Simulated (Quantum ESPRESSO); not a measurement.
Quantum ESPRESSO run on Mg₁₆Al₁₂Sn (Cm, 29 atoms in the cell): self-consistent single point.

Level of theory: PBEsol, SSSP 1.1.2 efficiency (PBE) pseudopotentials (plane waves; Quantum ESPRESSO).

```xyz
29
Lattice="5.2616 -7.4168 0.0000 5.2616 7.4168 0.0000 -5.1450 0.0000 7.5075" Properties=species:S:1:pos:R:3 pbc="T T T"
Mg     3.5150     0.0000     4.9962
Mg    -0.0032     0.0000     0.0073
Mg    -1.7618     0.0000     2.5931
Mg     5.7442     0.0000     2.1718
Mg     4.8503    -2.0855     0.0198
Mg     4.8503     2.0855     0.0198
Mg     3.8132    -2.3106     3.0046
Mg     3.8132     2.3106     3.0046
Mg     3.8001     5.0561     4.5062
Mg     3.8001    -5.0561     4.5062
Mg     1.9507     4.8169     7.4668
Mg     1.9507    -4.8169     7.4668
Mg     1.5805    -2.9107     5.1294
Mg     1.5805     2.9107     5.1294
Mg     1.5272     4.4319     2.3820
Mg     1.5272    -4.4319     2.3820
Al     2.9600     0.0000     1.3238
Al    -2.3593     0.0000     6.1524
Al     7.6534    -1.3597     0.0611
Al     7.6534     1.3597     0.0611
Al     6.2721    -1.3736     4.7556
Al     6.2721     1.3736     4.7556
Al     1.0263    -1.4031     2.6635
Al     1.0263     1.4031     2.6635
Al     4.3457     4.6716     1.4113
Al     4.3457    -4.6716     1.4113
Al    -0.8604     4.6790     6.1433
Al    -0.8604    -4.6790     6.1433
Sn     0.4267     0.0000     5.2652
```

Reference input (self-consistent single point, DFT, PBEsol, plane waves, SSSP 1.1.2 efficiency (PBE) pseudopotentials): ecutwfc = 40 Ry; ecutrho = 320 Ry; occupations = smearing; smearing = marzari-vanderbilt; degauss = 0.0073499 Ry; input_dft = pbesol; K_POINTS = automatic 3 3 3 0 0 0; conv_thr = 1e-10 Ry; mixing_beta = 0.7. This run's input differs from it in these lines:

```diff
@@ -12,4 +12,4 @@
   ntyp = 3
-  ecutwfc = 40
-  ecutrho = 320
+  ecutwfc = 24
+  ecutrho = 192
   occupations = 'smearing'
```

Output (repeated stretches shortened):

```
     Self-consistent Calculation

     iteration #  1     ecut=    24.00 Ry     beta= 0.70

     total energy              =   -1148.80100751 Ry
     estimated scf accuracy    <       1.28483297 Ry

     iteration #  2     ecut=    24.00 Ry     beta= 0.70

     total energy              =   -1148.51589639 Ry
     estimated scf accuracy    <       6.13580364 Ry

     iteration #  3     ecut=    24.00 Ry     beta= 0.70

     total energy              =   -1149.50019862 Ry
     estimated scf accuracy    <       0.04775987 Ry

   [... 15 blocks of this kind left out ...]

     iteration # 19     ecut=    24.00 Ry     beta= 0.70

     total energy              =   -1149.52635863 Ry
     estimated scf accuracy    <          1.4E-10 Ry

     iteration # 20     ecut=    24.00 Ry     beta= 0.70
     End of self-consistent calculation

     the Fermi energy is     5.4314 ev

!    total energy              =   -1149.52635863 Ry
     estimated scf accuracy    <          6.3E-12 Ry
     smearing contrib. (-TS)   =      -0.00072510 Ry
     internal energy E=F+TS    =   -1149.52563354 Ry

     convergence has been achieved in  20 iterations

     Forces acting on atoms (cartesian axes, Ry/au):

     atom    1 type  1   force =    -0.00148133    0.00000000   -0.00072145
     atom    2 type  1   force =     0.00027619    0.00000000   -0.00037265
     atom    3 type  1   force =     0.00072598    0.00000000    0.00067293
     atom    4 type  1   force =    -0.00000119    0.00000000   -0.00049839
     atom    5 type  1   force =     0.00051879    0.00035705   -0.00062849
   [... 20 lines left out ...]
   [... lines left out ...]

     Total force =     0.005557     Total SCF correction =     0.000003

          total   stress  (Ry/bohr**3)                   (kbar)     P=      -10.55
  -0.00006771   0.00000000   0.00000195           -9.96        0.00        0.29
   0.00000000  -0.00007180   0.00000000            0.00      -10.56        0.00
   0.00000195  -0.00000000  -0.00007572            0.29       -0.00      -11.14

   JOB DONE.
```

The run converged in 20 iterations. Against the reference run the free energy rises by 2.4 meV/atom, the pressure goes from -0.87 to -1.06 GPa and the largest force hardly changes (0.043 to 0.042 eV/Å).

The starting cell comes from a database of computed structures (which also holds hypothetical and non-ambient phases and stackings), without a prior relaxation at this level. At the lowered cutoff the pressure carries the error of an incomplete plane-wave basis.

Cost on one core of a shared machine: roughly 10 min.
